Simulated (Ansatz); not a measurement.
Amorphous cells of O, Si, Sn: the gap between the highest filled and lowest empty level at the zone centre, by PBE and by a single point of HSE06 on the same geometry (PBE, scalar-relativistic without spin-orbit coupling (plane waves to 420 eV, PAW; Ansatz, a first-principles code); exact exchange cut at the cells' faces). The networks come from melt-quench runs on the CHGNet potential at compositions and starting densities chosen by hand, with anions pushed apart in the CHGNet dynamics, and DFT then relaxed them. The cells are small and were quenched far faster than real films, so single cells scatter. Defect or tail levels can set these gaps. The rows are the first to finish with both values and no moments.

| cell | PBE gap x (eV) | HSE06 gap y (eV) |
|---|---|---|
| A (Si20Sn5O45, 2.78 g/cm3) | 2.63 | 3.62 |
| B (Si12Sn12O36, 3.72 g/cm3) | 2.69 | 3.57 |
| C (Si24O50Sn, 2.34 g/cm3) | 2.83 | 4.57 |
| D (Si14Sn10O38, 3.51 g/cm3) | 3.17 | 4.19 |
| E (Si24O50Sn, 2.34 g/cm3) | 3.40 | withheld |
| F (Si24O50Sn, 2.34 g/cm3) | 3.69 | 5.58 |

Problem. Fit a straight line through the 5 full rows and predict the withheld value for E (Si24O50Sn, 2.34 g/cm3).

Solution. Means: x = 3.002, y = 4.306. Slope = Σ(Δx Δy) / Σ(Δx²) = 1.296 / 0.7669 = 1.69; the r.m.s. residual is 0.325. Prediction: 4.306 + 1.69 × (3.40 − 3.002) = 4.98. The run gave 5.22, 0.24 above the line.
